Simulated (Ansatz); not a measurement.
Base system: Sn in the diamond structure (space group Fd-3m, No. 227).

```yaml
crystal:
  lattice:
    - [0.00000, 3.28324, 3.28324]
    - [3.28324, 0.00000, 3.28324]
    - [3.28324, 3.28324, 0.00000]
  atoms:
    - { symbol: Sn, position: [0.00000, 0.00000, 0.00000] }
    - { symbol: Sn, position: [0.25000, 0.25000, 0.25000] }
```

Cartesian axes are those of the cell as printed.

Computed with plane-wave PAW DFT at the r2SCAN level (Ansatz, a quantum-chemistry and plane-wave program, 500 eV), spin-orbit coupling left out.

Strains are applied to the cell and any free atomic positions relax; under biaxial strain the out-of-plane vector relaxes too.

One change was made to it. Results:

The volume per atom rises by 1.095 Å³ (35.39 Å³ → 36.49 Å³); the energy increases by 13 meV/atom; the pressure (mean of the normal stresses, compression positive) goes from zero to -1.2 GPa.

Question: Which of these changes matches the shifts?
A. biaxial strain +3.00 %, plane normal [001], relaxed out of plane
B. biaxial strain +1.50 %, plane normal [001], relaxed out of plane
C. biaxial strain +2.50 %, plane normal [001], relaxed out of plane

Answer: A, biaxial strain +3.00 %, plane normal [001], relaxed out of plane. For comparison, the energy relative to the base in the other runs: biaxial strain +2.50 %, plane normal [001], relaxed out of plane gives +8.8 meV/atom; biaxial strain +1.50 %, plane normal [001], relaxed out of plane gives +3.3 meV/atom.

Whether these cells are dynamically stable was not tested.
